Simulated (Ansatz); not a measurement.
# Mo, response to strain

Consider Mo in the bcc (W type) structure (space group Im-3m, No. 229; relaxed with 0.1 eV smearing).

```xyz
1
Lattice="-1.5558 1.5558 1.5558 1.5558 -1.5558 1.5558 1.5558 1.5558 -1.5558" Properties=species:S:1:pos:R:3 pbc="T T T"
Mo     0.0000     0.0000     0.0000
```

Cartesian axes are those of the cell as printed.

Strains are applied to the cell and any free atomic positions relax; under biaxial strain the out-of-plane vector relaxes too.

Level of theory: LDA (Ansatz, a program for electronic structure, PAW, scalar-relativistic without spin-orbit coupling).

```tsv
biaxial strain, plane normal [001], relaxed out of plane (%)	out-of-plane strain (%)
-3	2.38
-2.5	1.94
-2	1.51
-1.5	?
-1	0.73
-0.5	0.36
0	0.00
```

Problem. Fit ε⊥ = −νε + γε² (strains in %) to the rows shown and predict the withheld row.

Solution. Least squares on the printed values gives ν = 0.69 (the biaxial Poisson response) and γ = 0.033 (largest residual 0.01 %); this predicts 1.11 %, and the run gives 1.11 %, in agreement.

Whether these cells are dynamically stable was not tested. All final runs are without spin polarisation.
